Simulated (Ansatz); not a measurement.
Start from TiAl (space group P4/mmm, No. 123; a = 2.766 Å, c = 4.002 Å; relaxed with 0.1 eV smearing). Axes: x, y, z lie along a, b, c of the conventional cell.

Calculations: LDA in Ansatz (plane waves to 420 eV, PAW, no SOC).

Before the change:

The pressure comes out as 0.0 GPa and the shortest interatomic distance is 2.766 Å.

Perturbation: the cell is stretched by 0.50 % along x with no lateral relaxation; the atoms relax in the strained cell.

Question: Estimate the effect on the energy relative to the base, pressure and shortest interatomic distance.

Answer: The energy hardly moves; the pressure (mean of the normal stresses, compression positive) goes from zero to -0.6 GPa; the shortest interatomic distance remains 2.766 Å.

Whether these cells are dynamically stable was not tested. All final runs are without spin polarisation.

Ansatz is an electronic-structure program.
